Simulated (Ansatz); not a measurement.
# AlV2C: pressure series

Base system: AlV$_{2}$C (space group P6_3/mmc, No. 194).

```
CELL_PARAMETERS angstrom
      2.88580     0.00000     0.00000
     -1.44290     2.49918     0.00000
      0.00000     0.00000    13.12232
ATOMIC_POSITIONS crystal
  Al 0.33333 0.66667 0.75000
  Al 0.66667 0.33333 0.25000
  V  0.33333 0.66667 0.08574
  V  0.66667 0.33333 0.58574
  V  0.66667 0.33333 0.91426
  V  0.33333 0.66667 0.41426
  C  0.00000 0.00000 0.00000
  C  0.00000 0.00000 0.50000
```

Cell and atoms are relaxed at each pressure.

The values are results of DFT with r2SCAN, PAW potentials and a 500 eV plane-wave cutoff in Ansatz (a program for electronic structure), without spin-orbit coupling, earlier PAW set, not measurements.

```
P (GPa)  V (Å³/atom)
-------  -----------
-1.99         11.960
-1.00         11.894
0.29          11.811
0.69          11.786
1.50          11.737
2.99          11.648
4.99          11.534
7.49          11.400
9.99          11.274
```

A third-order Birch–Murnaghan fit to these points gives V₀ = 11.83 Å³/atom, B₀ = 186 GPa and B₀′ = 4.4. At pressure 10 GPa the volume is 95.3 % of V₀.

Load acts through the strain it causes; cell and atoms are relaxed under it. Stability against distortions was not tested. Competing high-pressure phases were not computed. Starting moments died away, wholly or in part, for the base; another magnetic solution may exist. All final runs are without spin polarisation.
